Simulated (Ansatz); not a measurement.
Levels about the gap of amorphous Si$_{30}$N$_{44}$Hf$_{3}$ (77 atoms in a cell of 922 Å³, 3.59 g/cm³; zone centre alone, so wide bands show as single levels with stretches between that a denser mesh fills), at the geometry that PBE relaxed, where it gives 0.1 GPa on a denser mesh. The participation number counts the atoms over which a state spreads; weights are charges in smoothed Voronoi cells. The levels come from a single point, so bond lengths are those of that geometry. Method of the levels: r2SCAN, scalar-relativistic without spin-orbit coupling (Ansatz, a program for electronic structure). Sampling: the zone centre alone; Fermi-Dirac width 0.01 eV; collinear spin, started from moments on atoms (the moments died out). At PBE the levels at the filled edge of the gap are localised (band-tail or defect states), and the nearest spread-out levels lie 2.5 eV apart at the zone centre.

It comes from a melt-quench run on a machine-learned potential (CHGNet), relaxed afterwards by DFT. N atoms were pushed apart under 1.9 Å during the dynamics, to hinder bonds among them. The hot cell started wider than the set density and was brought back towards it in steps. It is the lowest in DFT energy of 2 quenches. It is a model cell: composition and starting density were chosen by hand, and all elements were melted together. No dispersion term was used. Its density started from a set value of 3.81 and ended at 3.59 g/cm³. The quench (nominally 450 K/ps over its main leg) was far faster than any real one, so the model tends to hold more defects than a real film. One small periodic cell is one sample of the glass; other quenches scatter about these values. Volume and shape were free in the relaxation. On a 2×2×2 Γ-centred mesh force components of up to 0.13 eV/Å stay, since the relaxation ran on the zone centre alone.

```
E - E(highest filled), eV  filling  spin  participation number        largest on  weight N  weight Si  weight Hf
-------------------------  -------  ----  --------------------  ----------------  --------  ---------  ---------
-0.40                       filled    dn                  15.6   N, 3 neighbours      0.90       0.08       0.02
-0.17                       filled    dn                   6.8   N, 2 neighbours      0.88       0.11       0.01
-0.17                       filled    up                   6.8   N, 2 neighbours      0.88       0.11       0.01
-0.11                       filled    up                  11.4   N, 3 neighbours      0.90       0.08       0.02
-0.11                       filled    dn                  11.4   N, 3 neighbours      0.90       0.08       0.02
0.00                        filled    up                   3.7   N, 2 neighbours      0.88       0.11       0.01
0.00                        filled    dn                   3.7   N, 2 neighbours      0.88       0.11       0.01
2.47                         empty    dn                  11.1  Hf, 7 neighbours      0.44       0.35       0.21
2.47                         empty    up                  11.1  Hf, 7 neighbours      0.44       0.35       0.21
3.03                         empty    dn                   8.8  Si, 3 neighbours      0.44       0.50       0.06
3.03                         empty    up                   8.8  Si, 3 neighbours      0.44       0.50       0.06
3.33                         empty    up                  16.5  Hf, 4 neighbours      0.39       0.31       0.30
3.33                         empty    dn                  16.5  Hf, 4 neighbours      0.39       0.31       0.30
3.53                         empty    up                   9.7  Hf, 4 neighbours      0.35       0.23       0.42
```

Most localised among these is the filled level at +0.00 eV, on a N atom, which has 2 neighbours (Si 1.65 Å, Si 1.67 Å).
